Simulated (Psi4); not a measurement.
Psi4 1.11, unrestricted TPSS/def2-svp: N#[Si], charge 0, multiplicity 2, 2 atoms. The geometry is a generated start, not checked to be a minimum at this level.

- task: energy
- method: tpss
- basis: def2-svp
- memory: 3 GB
- maxiter: 100
- keys of the molecule block: symmetry c1
- scf_type: df (default)
- guess: auto, which took SAD (default)
- scf_initial_accelerator: adiis (default)
- e_convergence: 1e-06 (default)
- d_convergence: 1e-06 (default)
- dft_radial_points: 75 (default)
- dft_spherical_points: 302 (default)
- basis functions: 32
- grid points: 42662

```xyz
2

Si     0.0307    -0.0167    -0.7826
N     -0.0307     0.0167     0.7826
```

Charge 0 and multiplicity 2 are set for this test and not shown to be the ground state.

One run each on 2 threads. Values of diis_max_vecs tried: 3, 6, 10 (default), 20.

Q: How does the count of SCF iterations change with diis_max_vecs, and where is it least?

A: Fewest SCF iterations, within one of each other: 6 with 12, 10 (default) with 12, 20 with 12. The count rises to 21 at 3. All converge to one solution.

| diis_max_vecs | SCF iterations | end |
|---|---|---|
| 3 | 21 | same solution |
| 6 | 12 | same solution |
| 10 (default) | 12 | same solution |
| 20 | 12 | same solution |
